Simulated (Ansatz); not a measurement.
# NiAl (within 0.1 Å of Pm-3m, No. 221, 2 atoms in the cell; start mp-1228868)

Level of theory: r²SCAN (Ansatz, a first-principles code, PAW).

Numerical settings: plane-wave cutoff 560 eV, 20×20×18 k mesh (along the axes of the cell as run), Fermi–Dirac smearing 0.05 eV, no spin polarisation, scalar-relativistic PAW data made under PBE.

Cell (relaxed at this level):

```
CELL_PARAMETERS angstrom
      2.02565    -2.02566     0.00000
      2.02565     2.02566     0.00000
      0.00000     0.00000     2.86019
ATOMIC_POSITIONS crystal
  Al 0.00000 0.00000 0.00000
  Ni 0.50000 0.50000 0.50000
```

bulk modulus: 177 GPa

Note: the run has no spin polarisation, so it can have missed a magnetic state; the bulk modulus is −V dP/dV from two relaxed cells at ±2 % in volume.

Computed values are for the static lattice.

A start named mp-… is a Materials Project structure, which need not be a measured phase.
